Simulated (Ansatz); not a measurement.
**MoGa3 (model structure, started from the D022 type, I4/mmm, No. 139, 4 atoms in the cell)**

Method: LDA (PAW; Ansatz, a first-principles code).

Settings: plane-wave cutoff 520 eV, 20×20×20 k mesh, Fermi–Dirac smearing 0.05 eV, no spin polarisation, scalar-relativistic PAW data made under PBE.

Cell (relaxed at this level):

Space group I4/mmm (No. 139); a = b = 3.708 Å, c = 8.379 Å, α = β = γ = 90.00°

| atom | site | symmetry | x | y | z |
|---|---|---|---|---|---|
| Ga | 2b | 4/mmm | 0.0000 | 0.0000 | 0.5000 |
| Ga | 4d | -4m2 | 0.0000 | 0.5000 | 0.2500 |
| Mo | 2a | 4/mmm | 0.0000 | 0.0000 | 0.0000 |
(The calculation used a cell of 4 atoms; values per cell refer to that cell.)

For MoGa3 (model structure, started from the D022 type, I4/mmm, No. 139, 4 atoms in the cell), the bulk modulus B0 is 158 GPa.

Note: the run has no spin polarisation, so it can have missed a magnetic state; the bulk modulus is −V dP/dV from two relaxed cells at ±2 % in volume; the relaxation could raise the start's symmetry but not lower it, so the cell can be a saddle point.

A model structure was made by putting elements into a prototype or built by hand; it is no filed structure, need not be a known phase, and can be a saddle point held by its symmetry.
